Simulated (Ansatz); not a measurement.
Input and output of a zone-centre phonon calculation for TiAl (P4/mmm, 2 atoms in the cell) (Ansatz, a program for electronic structure).

Method: PBE (plane waves, PAW; Ansatz).

```
TiAl
1.0
    2.84415     0.00000     0.00000
    0.00000     2.84415     0.00000
    0.00000     0.00000     4.09035
Ti Al
1 1
Cartesian
  0.00000   0.00000   0.00000
  1.42207   1.42207   2.04517
```

Reference input (self-consistent single point, DFT, PBE, plane waves, default PAW files): basis.ecutwfc = 420 eV; kpoints.mp_grid.grid = 12 12 8; hamiltonian.xc = pbe; hamiltonian.pseudopotentials = {kind: paw} (the program's default PAW files); scf.occupations.method = gaussian; scf.occupations.width = 0.1 eV. This run's input differs from it in these lines:

```diff
@@ -18,6 +18,5 @@
   occupations: { method: gaussian, width: 0.1 }
-output:
-  forces: true
-  eigenvalues: true
-  stress: true
+  convergence: { dr2_threshold: 1.0e-09 eV }
+phonons:
+  method: dfpt
```

Output, abridged:

```
SCF iter   1: F=—  HF=-3037.982843 eV  |F-HF|=—  |Δ(HF+E_count)|=         —  Δρ=2.91e-3  dr2=1.67e-3  ethr=1.77e-3  ⟨swp⟩=5.0  Hψ=14830  notcnv=0
all-band conjugate gradients solve this SCF's bands
preconditioner: auto → none
SCF iter   2: F=—  HF=-3037.982695 eV  |F-HF|=—  |Δ(HF+E_count)|=   1.48e-4  Δρ=1.61e-3  dr2=6.59e-4  ethr=1.11e-5  ⟨swp⟩=1.5  Hψ=5119  notcnv=0
SCF iter   3: F=—  HF=-3037.982696 eV  |F-HF|=—  |Δ(HF+E_count)|=   4.82e-7  Δρ=1.09e-4  dr2=1.63e-6  ethr=4.40e-6  ⟨swp⟩=1.9  Hψ=3434  notcnv=0
SCF iter   4: F=—  HF=-3037.982697 eV  |F-HF|=—  |Δ(HF+E_count)|=   1.40e-6  Δρ=2.34e-5  dr2=8.52e-8  ethr=1.09e-8  ⟨swp⟩=2.3  Hψ=4307  notcnv=0
SCF iter   5: F=—  HF=-3037.982697 eV  |F-HF|=—  |Δ(HF+E_count)|=   5.78e-8  Δρ=2.33e-6  dr2=2.14e-9  ethr=5.68e-10  ⟨swp⟩=2.6  Hψ=4244  notcnv=0
SCF iter   6: F=-3037.982697 eV  HF=-3037.982697 eV  |F-HF|=2.41e-11  |Δ(HF+E_count)|=  5.19e-10  Δρ=2.83e-7  dr2=3.22e-11  ethr=6.67e-12  ⟨swp⟩=6.1  Hψ=11481  notcnv=0
SCF 1 converged in 6 iterations: F = -3037.982697 eV  dr2 = 3.22e-11
DFPT response loops at Γ: preconditioner auto → Kerker (q_TF=auto, 2.391 Å⁻¹) (partly filled bands, converged f_vac=0.000) …
Free energy (F): -3037.982697 eV
Internal energy: -3037.974735 eV  (E = F + TS)
E sigma→0 (E₀):  -3037.978716 eV
Entropy (-TS):   -0.007963 eV (-3.981 meV/atom)
Fermi energy:    10.710598 eV
--- Phonons (Γ-DFPT): 4 representative perturbations + reference, on 245 of 1152 k-points (Σ response iterations 16) ---
  k mesh reduced under 8 symmetry operations, with k and −k counted as one. Each operation leaves every solved displacement unchanged or reverses it
  ASR residual: 1.424e-4 → 0.000e0 eV/Å²; symmetrization residual: 7.706e-7 eV/Å²
  ASR residual per site (eV/Å²): 5.20e-5 1.42e-4
  Γ frequencies (cm⁻¹): 0.00 0.00 0.00 257.08 257.08 293.68
  non-analytic LO–TO correction: not included (Born effective charges unavailable; polar crystals: no LO–TO splitting at Γ)
```

The run converged in 6 iterations. 

Summary of the result:
| Quantity | Result |
|---|---|
| Free energy E − TS (on the zero of these files) | -3037.9827 eV |
| Fermi level (on the code's own zero) | 10.71 eV |
| Zone-centre frequencies (cm⁻¹; negative means imaginary) | 0, 0, 0, 257, 257, 294 |

The starting cell has typed, rounded lattice constants, without a prior relaxation at this level. Its lattice was rescaled by up to half a per cent. Spin polarisation is off.

Cost on one core of a shared machine: roughly 50 s.

Keys are those of Ansatz 0.2.
